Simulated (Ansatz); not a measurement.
An Ansatz (a program for electronic structure) run: Ag with a change (biaxial strain +2.00 %, plane normal [001], relaxed out of plane); LDA (Ansatz; PAW; 420 eV plane waves; without spin-orbit coupling).

Input:

Ansatz 0.2 input:
```yaml
crystal:
  lattice:
    - [2.8856262536, 0, 0]
    - [0, 2.8856262536, 0]
    - [1.4428131268, -1.4428131268, 1.9804327774]
  atoms:
    - { symbol: Ag, position: [0, 0, 0] }
basis: { ecutwfc: 420, ecutrho_ratio: 4, xc_grid: 2, fft_grid_basis: typed }
kpoints: { mp_grid: { grid: [28, 28, 28] } }
hamiltonian:
  xc: lda
  dispersion: none
  pseudopotentials: { kind: paw }
scf: { occupations: { method: fermi_dirac, width: 0.1 } }
relax: { f_tol: 0.005, max_steps: 50, cell: { stress_tol: 0.01, fix: [a, b, gamma] } }
output: { forces: true, stress: true }
checkpoint: { write: state.ck, write_every: 1000 }
```

Output (explanatory and most iteration lines left out):

```
Relaxation: its limit of steps is 50 (relax.max_steps)
Pseudopotential: Ag, paw, valence charge 19
Crystal: 1 atoms, lattice volume = 16.491 Å³
Basis set: ecut = 420 eV, 331 PW (Γ), exchange–correlation on 40×40×40 points (8 copies of the dense FFT grid, shifted against one another)
Bands: 14, of which v1, the nominal top of the filled ones, is band 10 counted from 1 (9 counted from 0)
Symmetry: 16 space group operations
Space group: I4/mmm (ITA 139), of the structure as read, at distance tolerance 2.5e-5 Å
k-points: 1639 of 21952
Functional: x = slater, c = lda
SCF iter   1: F=—  HF=-7458.159218 eV  |F-HF|=—  |Δ(HF+E_count)|=         —  Δρ=1.40e-2  dr2=2.71e-2  ethr=1.77e-3  ⟨swp⟩=4.6  Hψ=114071  notcnv=0
SCF iter   2: F=—  HF=-7458.151315 eV  |F-HF|=—  |Δ(HF+E_count)|=   7.90e-3  Δρ=4.53e-3  dr2=2.19e-3  ethr=1.43e-4  ⟨swp⟩=1.8  Hψ=39439  notcnv=0  defer=4
SCF 1 converged in 6 iterations: F = -7458.150595 eV  dr2 = 1.89e-10
relax step   1: F+E_penalty+E_count = -7458.15059518 eV  Δ(F+E_penalty+E_count) = +0.000e0 eV  max|allowed force component| = 0.000e0 eV/Å  Δτ_max = 0.0000 Å  P = -3.740 GPa  Ω = 16.491 Å³  fix = [a, b, gamma]  reactions: a -4.074, b -4.074 GPa  (6 SCF iters, dr2 threshold 1.00e-7 eV, accepted)
[... steps on the carried basis left out ...]
relax step   3: F+E_penalty+E_count = -7458.15395209 eV  Δ(F+E_penalty+E_count) = -3.523e-6 eV  max|allowed force component| = 0.000e0 eV/Å  Δτ_max = 0.0000 Å  P = -1.101 GPa  Ω = 16.153 Å³  energy of the carried Pulay correction = +4.541e-5 eV  fix = [a, b, gamma]  reactions: a -1.648, b -1.648 GPa  (3 SCF iters, dr2 threshold 4.23e-8 eV, accepted)
Crystal: 1 atoms, lattice volume = 16.153 Å³
SCF iter   1: F=—  HF=-7458.153904 eV  |F-HF|=—  |Δ(HF+E_count)|=         —  Δρ=3.93e-5  dr2=4.78e-8  ethr=1.07e-7  ⟨swp⟩=2.4  Hψ=168570  notcnv=0
SCF iter   2: F=—  HF=-7458.153899 eV  |F-HF|=—  |Δ(HF+E_count)|=   4.53e-6  Δρ=2.02e-5  dr2=1.42e-8  ethr=2.51e-10  ⟨swp⟩=2.1  Hψ=33739  notcnv=0
SCF 4 converged in 5 iterations: F = -7458.153899 eV  dr2 = 1.22e-13
SCF converged after 5 iterations
Free energy (F): -7458.153899 eV
Internal energy: -7458.145716 eV  (E = F + TS)
E sigma→0 (E₀):  -7458.149807 eV
Entropy (-TS):   -0.008183 eV (-8.183 meV/atom)
Fermi energy:    18.244700 eV
--- Forces (eV/Å), atoms counted from 1 ---
  atom   1  Ag    -0.00000000     0.00000000     0.00000000
--- Stress (GPa, compression-positive) ---
       -1.645766       0.000000       0.000000
        0.000000      -1.645766       0.000000
        0.000000       0.000000      -0.001937
  P = ⅓ Tr σ = -1.0978 GPa (-10.978 kbar)
--- Relaxed structure (3 steps of the walk, 3 accepted, 1 SCFs on fresh bases) ---
  cell:  # Å, volume = 16.1528 Å³
    - [2.8856262536, -5.86593931416906e-113, -2.831600165412122e-34]
    - [-5.86593931416906e-113, 2.8856262536, -1.1599325978796643e-34]
    - [1.4428131268, -1.4428131268, 1.9398466523531452]
  atoms:
    - { symbol: Ag, position: [0.0, 0.0, 0.0] }
```

No phonon test of stability was made. The cell was made from Ag in the fcc (Cu type) structure (space group Fm-3m, No. 225) by this change: biaxial strain +2.00 %, plane normal [001], relaxed out of plane.
